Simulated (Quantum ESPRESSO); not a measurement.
Quantum ESPRESSO is run on BaMg7 (P-6m2, 8 atoms in the cell), and the run fails. The aim is a self-consistent single point with DFT, PBEsol, plane waves, GBRV 1.5 ultrasoft (PBESOL) pseudopotentials.

Cell that was meant: a = 6.9429 Å, b = 6.9429 Å, c = 5.3046 Å, α = 90.00°, β = 90.00°, γ = 120.00°.

Part of the input:

```fortran
ATOMIC_SPECIES
Ba   137.3270  ba_pbesol_v1.uspp.F.UPF
Mg    24.3050  mg_pbesol_v1.4.uspp.F.UPF
ATOMIC_POSITIONS {cartesian}
Ba    0.0000000000    0.0000000000    0.5000000000
Mg    0.0116800000    0.5058400000    0.5000000000
Mg    0.4941600000    0.9883200000    0.5000000000
```

Log, with long lists cut:

```
     This program is part of the open-source Quantum ESPRESSO suite
     for quantum simulation of materials; please cite

 %%%%%%%%%%%%%%%%%%%%%%%%%%%%%%%%%%%%%%%%%%%%%%%%%%%%%%%%%%%%%%%%%%%%%%%%%%%%%%
     Error in routine read_cards (1):
     unknown option for ATOMIC_POSITION: ATOMIC_POSITIONS {CARTESIAN}
 %%%%%%%%%%%%%%%%%%%%%%%%%%%%%%%%%%%%%%%%%%%%%%%%%%%%%%%%%%%%%%%%%%%%%%%%%%%%%%

     stopping ...
```

**Question.** From the messages shown, name the fault and mend the input.

**Answer.** The fault is a value that the program does not know. The key takes a closed list of words, and names differ between codes. To fix it, use one of the words that the key accepts. The program stopped before any SCF iteration.

An input that runs soundly differs in these lines (not the only fix; some lines may just follow from the change or write a value another way):
```diff
-ATOMIC_POSITIONS {cartesian}
+ATOMIC_POSITIONS {crystal}
```

With that input, the run converged in 14 iterations: free energy E − TS -12870.2507 eV; Fermi level (on the code's own zero) 5.42 eV; pressure -0.68 GPa; largest force (vector length) 0.026 eV/Å (DFT, PBEsol, plane waves, GBRV 1.5 ultrasoft (PBESOL) pseudopotentials).

On the sound input: the starting cell comes from a database of computed structures (which also holds hypothetical and non-ambient phases and stackings), without a prior relaxation at this level.
